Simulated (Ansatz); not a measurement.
GaP in the zinc blende structure (space group F-43m, No. 216)

```
CELL_PARAMETERS angstrom
      0.00000     2.71923     2.71923
      2.71923     0.00000     2.71923
      2.71923     2.71923     0.00000
ATOMIC_POSITIONS crystal
  P  0.75000 0.75000 0.75000
  Ga 0.00000 0.00000 0.00000
```

Computed with Ansatz (a quantum-chemistry and plane-wave program) PBEsol, no spin-orbit coupling. Settings: 11×11×11 k-points, 0.05 eV Fermi–Dirac smearing.

| Quantity | Result |
|---|---|
| Volume per atom | 20.11 Å³ |
| Density | 4.16 g/cm³ |
| Band gap | 1.45 eV, indirect, Γ → Γ–X (87 % along) |
| Electron mass | 1.2 mₑ along k, 0.23 mₑ across |
| Hole mass (degenerate bands, along [100]) | 0.11, 0.37, 0.37 mₑ |
| Lowest conduction-band minima above the VBM | a point along ⟨100⟩, about 1.0 Å⁻¹ from Γ 1.45 eV; L along ⟨111⟩ 1.60 eV; Γ 1.80 eV |
| Total energy | -2242.029 eV/atom (σ→0; compares only within this code and set-up) |

Masses are band curvatures over ±0.01 Å⁻¹ around the edge. Along k means along the line from Γ to the band edge. No phonon test of stability was made.
